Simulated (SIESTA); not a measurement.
Worked example: self-consistent single point of K2YTlF6 (P1, 10 atoms in the cell) in SIESTA.

Method of the run: GGA PBEsol, numerical atomic orbitals DZP, PseudoDojo PBEsol standard norm-conserving potentials (rewritten from UPF to PSML) run with SIESTA.

```yaml
crystal:
  lattice:
    - [0.00000, 4.82390, 4.82390]
    - [4.82390, 0.00000, 4.82390]
    - [4.82390, 4.82390, 0.00000]
  atoms:
    - { symbol: K, position: [0.74360, 0.73844, 0.75876] }
    - { symbol: K, position: [0.25489, 0.24059, 0.24511] }
    - { symbol: Y, position: [0.00477, 0.99615, 0.99968] }
    - { symbol: Tl, position: [0.50562, 0.50279, 0.48836] }
    - { symbol: F, position: [0.75745, 0.22122, 0.23265] }
    - { symbol: F, position: [0.21247, 0.78490, 0.78040] }
    - { symbol: F, position: [0.24704, 0.77111, 0.22214] }
    - { symbol: F, position: [0.76918, 0.23944, 0.77785] }
    - { symbol: F, position: [0.23148, 0.24373, 0.75970] }
    - { symbol: F, position: [0.77349, 0.76163, 0.23535] }
```

Reference input (self-consistent single point, DFT, GGA PBEsol, numerical atomic orbitals DZP, PseudoDojo PBEsol standard norm-conserving potentials (rewritten from UPF to PSML)): XC.functional = GGA; XC.authors = PBEsol; potentials = PseudoDojo PBEsol standard; PAO.BasisSize = DZP; PAO.EnergyShift = 0.005 Ry; MeshCutoff = 400 Ry; kgrid.MonkhorstPack = 3 3 3 shifted by 0.5 0.5 0.5; OccupationFunction = FD; ElectronicTemperature = 10 K; MaxSCFIterations = 150; SCF.Mixer.Method = Pulay; SCF.Mixer.Weight = 0.1. This run's input differs from it in these lines:

```diff
@@ -38,5 +38,5 @@
 %block kgrid.MonkhorstPack
-    3   0   0  0.5
-    0   3   0  0.5
-    0   0   3  0.5
+    2   0   0  0.5
+    0   2   0  0.5
+    0   0   2  0.5
 %endblock kgrid.MonkhorstPack
```

Log, with long lists cut:

```
        iscf     Eharris(eV)        E_KS(eV)     FreeEng(eV)     dDmax    Ef(eV) dHmax(eV)
   scf:    1    -8416.295983    -8410.723185    -8410.723185  1.629496 -5.575020  7.389603
   scf:    2    -8415.155251    -8413.049711    -8413.049711  0.062826 -3.077984  5.487259
   scf:    3    -8416.247832    -8415.827491    -8415.827491  0.198687 -3.774599  0.997410
   scf:    4    -8412.468634    -8414.755102    -8414.755102  0.138489 -3.356818  3.451812
   scf:    5    -8416.536757    -8415.871647    -8415.871647  0.090293 -3.657199  0.871369
   [... 5 lines left out ...]
   scf:   11    -8415.942865    -8415.942865    -8415.942865  0.000113 -3.779263  0.004511
   scf:   12    -8415.942867    -8415.942866    -8415.942866  0.000082 -3.778909  0.002674
   scf:   13    -8415.942867    -8415.942867    -8415.942867  0.000084 -3.779657  0.000199
   scf:   14    -8415.942867    -8415.942867    -8415.942867  0.000004 -3.779592  0.000046
SCF Convergence by DM+H criterion
max |DM_out - DM_in|         :     0.0000042613
max |H_out - H_in|      (eV) :     0.0000459483
SCF cycle converged after 14 iterations

Using DM_out to compute the final energy and forces

siesta: E_KS(eV) =            -8415.9429

siesta: E_KS - E_eggbox =     -8415.9429

siesta: Atomic forces (eV/Ang):
     1   -0.052019    0.012084   -0.030900
     2   -0.013689    0.050164    0.047865
     3    1.071321   -0.126595    0.152137
     4    0.086270    0.237670   -0.171119
     5   -0.422399    0.096106    0.067797
     6   -0.682206   -0.019607    0.019346
     7    0.032090   -0.930802    0.076527
     8   -0.030862    0.579599   -0.029625
     9    0.046600    0.087924   -1.126224
    10   -0.031830    0.012602    0.992424
   Tot    0.003276   -0.000857   -0.001772
   Max    1.126224
   [... lines left out ...]
siesta: FreeEng =     -8415.942867
   [... lines left out ...]
siesta:     0.007056   -0.001521   -0.000455
siesta:    -0.001521    0.017842   -0.000608
siesta:    -0.000455   -0.000608    0.020485

siesta: Cell volume =        224.504414 Ang**3

siesta: Pressure (static):
siesta:                Solid            Molecule  Units
siesta:          -0.00016476         -0.00021108  Ry/Bohr**3
siesta:          -0.01512769         -0.01938017  eV/Ang**3
siesta:         -24.23722606        -31.05045293  kBar
```

The run converged in 14 iterations. Against the reference run the free energy hardly moves (within 1 meV/atom), the pressure stays at -2.42 GPa, the largest force hardly changes (1.133 to 1.131 eV/Å) and the gap on the mesh goes from 4.319 to 4.610 eV.

The starting cell comes from a database of computed structures (which also holds hypothetical and non-ambient phases and stackings), without a prior relaxation at this level. Its atoms were displaced at random from the sites of space group no. 225. Spin-orbit coupling is off. Values carry the incompleteness of an atom-centred basis. The basis of the alkali or alkaline-earth atoms may lack their empty d shell, which can raise the gap. Forces in this geometry exceed 1 eV/Å. Another mesh or the band path of this cell gives a smaller gap, so this value is not converged in the mesh.

Cost on one core of a shared machine: roughly 70 s.
